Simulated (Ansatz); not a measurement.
The parent structure is MoS2 in the 2H-MoS2 type structure (space group P6_3/mmc, No. 194; layered, stacked along the Cartesian z axis).

```
MoS2
1.0
    3.10899     0.00000     0.00000
   -1.55449     2.69246     0.00000
    0.00000     0.00000    11.70884
Mo S
2 4
Cartesian
  0.00000   1.79497   2.92721
  1.55449   0.89749   8.78163
  0.00000   1.79497   7.21837
  1.55449   0.89749   1.36395
  1.55449   0.89749   4.49047
  0.00000   1.79497  10.34489
```

The values are results of Ansatz (a first-principles code), PBEsol-D3(BJ), PAW, cutoff 420 eV, scalar-relativistic without spin-orbit coupling, not measurements.

Modification: a free-standing slab of 1 layer (3 atoms, 3 a layer) is cut normal to the stacking axis, with 15 Å of vacuum and the in-plane cell relaxed.

Question: What does the calculation give for the gap character after the change?

Answer: The gap character comes out as direct at K.

Question: What does the calculation give for the excess energy per area of both faces after the change?

Answer: The excess energy per area of both faces (slab less bulk energy over the cell's area: twice a surface energy) is 0.84 J/m².

Slab and bulk use different k-meshes, which limits the precision of the excess energy. Stability against distortions was not tested. Labels are those of the standard path for the cell's own space group.
